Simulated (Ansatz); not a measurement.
SnS (P-1, No. 2, 4 atoms in the cell; start mp-727322; a measured phase of this formula has another space group), treated with LDA in Ansatz (plane waves, PAW).

Settings: plane-wave cutoff 500 eV, 10×10×4 k mesh (along the axes of the cell as run), gaussian smearing 0.02 eV, scalar-relativistic PAW data made under PBE.

Cell (relaxed at this level):

```cif
data_S2Sn2
_chemical_formula_sum 'Sn2 S2'
_space_group_name_H-M_alt 'P-1'
_space_group_IT_number 2
_space_group_name_Hall '-P 1'
_cell_length_a 4.00716
_cell_length_b 4.00717
_cell_length_c 10.90687
_cell_angle_alpha 98.048
_cell_angle_beta 90.762
_cell_angle_gamma 90.000
loop_
_atom_site_label
_atom_site_type_symbol
_atom_site_symmetry_multiplicity
_atom_site_Wyckoff_symbol
_atom_site_fract_x
_atom_site_fract_y
_atom_site_fract_z
_atom_site_occupancy
Sn1 Sn 2 i 0.25480 0.30056 0.63267 1
S1 S 2 i 0.24630 0.21102 0.39769 1
```

Problem. Predict the band gap.

Solution. 
band gap: 1.11 eV (on the SCF k mesh)

Note: the relaxation could not lower the start's symmetry, so the cell can be a saddle point above a distorted one.

Spin–orbit coupling is not included.

The computed numbers hold no vibrational or temperature effects.

Cost on a shared machine: around 7 core-minutes (rough).

A start named mp-… is a Materials Project structure, which need not be a measured phase.

Ansatz is a program for electronic structure.
